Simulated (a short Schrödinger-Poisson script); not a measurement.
System: MOS inversion layer, SiO2 on p-type Si(100), at 300 K.

```tsv
layer	material	thickness (nm)	Na (cm⁻³)
1	SiO2	3.9	-
2	Si	1400	8.8e16
```

The device is made up for the run: typed textbook-type constants, with dimensions and the other settings drawn at random. SiO2: permittivity 3.9, conduction-band edge (eV) 3.15, gap (eV) 9, electron mass (mₑ) 0.5. Si: permittivity 11.7, conduction-band edge (eV) 0, gap (eV) 1.124, Nv at 300 K (cm⁻³) 3.1e19.

Channel valleys (confinement mass, in-plane density-of-states mass, number): Δ2 0.916, 0.19, 2; Δ4 0.19, 0.417, 4. At the gate the conduction-band edge of layer 1 lies 3.45 eV − eVg above the Fermi level of the channel; the field vanishes at the back. Gaps are held at their typed values at every temperature. Mesh 0.03 nm at interfaces.

Solved with a short Schrödinger-Poisson script written for these runs: 1D Poisson equation in equilibrium, electrons quantum, Hartree (BenDaniel-Duke, 12 states a valley, the channel's in-plane mass for all, wave functions free to enter the dielectric), parabolic valleys, classical holes, full ionisation, no traps, pinning or gate leakage.

The same stack at other levels of the model or other numerical settings:

```tsv
run	sheet density of all electrons at Vg = 2.7 V (cm⁻²)	sheet density of all electrons at Vg = 0.9 V (cm⁻²)	capacitance at Vg = 2.7 V (μF/cm²)	centroid of the channel electrons at Vg = 2.7 V (nm)	rough cost against the base
base	1.08e13	1.98e12	0.812	1.57	about 1
electrons treated as classical, Boltzmann	1.18e13	2.28e12	___	0.56	0.03
electrons treated as classical, Fermi-Dirac	1.16e13	2.26e12	___	___	0.2
mesh six times as coarse	1.08e13	1.97e12	0.811	1.58	0.2
one subband a valley	1.08e13	1.96e12	0.812	1.49	0.4
```

Question: Fill in the missing entries.

Answer: 
- electrons treated as classical, Fermi-Dirac, capacitance at Vg = 2.7 V (μF/cm²): 0.842
- electrons treated as classical, Fermi-Dirac, centroid of the channel electrons at Vg = 2.7 V (nm): 0.77
- electrons treated as classical, Boltzmann, capacitance at Vg = 2.7 V (μF/cm²): 0.865

The classical rows ignore confinement, and Boltzmann statistics overrate the density once the band edge passes the Fermi level.
